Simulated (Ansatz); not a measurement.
# PtTe2, thickness series

Base system: PtTe2 (space group P-3m1, No. 164; a = 4.052 Å, c = 5.096 Å; layered).

Free-standing slabs (3 atom(s) a layer) normal to the stacking axis with 15 Å of vacuum; in-plane cell relaxed.

The values are results of PBE-D3(BJ) in Ansatz (plane waves to 420 eV, PAW, no SOC), not measurements.

Notes on the quantities. excess energy per area of both faces: slab less bulk energy over the cell's area: twice a surface energy; uncertain by up to 0.1 J/m².

```csv
variant,excess energy per area of both faces,in-plane lattice parameter a,band gap,shortest interatomic distance,thickness between the outermost nuclei
base,–,4.052 Å,zero,2.706 Å,–
1 layer,0.81 J/m²,3.973 Å,0.66 eV,2.692 Å,2.82 Å
2 layers,0.9 J/m²,4.010 Å,zero,___,7.97 Å
3 layers,0.9 J/m²,4.025 Å,zero,2.689 Å,13.07 Å
4 layers,0.9 J/m²,___,zero,2.692 Å,18.14 Å
```

Question: Some entries are withheld; estimate them.

Answer: 
- 2 layers, shortest interatomic distance: 2.684 Å
- 4 layers, in-plane lattice parameter a: 4.033 Å

The excess energy carries the mismatch between the slab's and the bulk's meshes. With Pt and Te present, leaving out spin-orbit coupling can change the band edges. No phonon test of stability was made. All final runs are without spin polarisation.

Ansatz is a program for electronic structure.
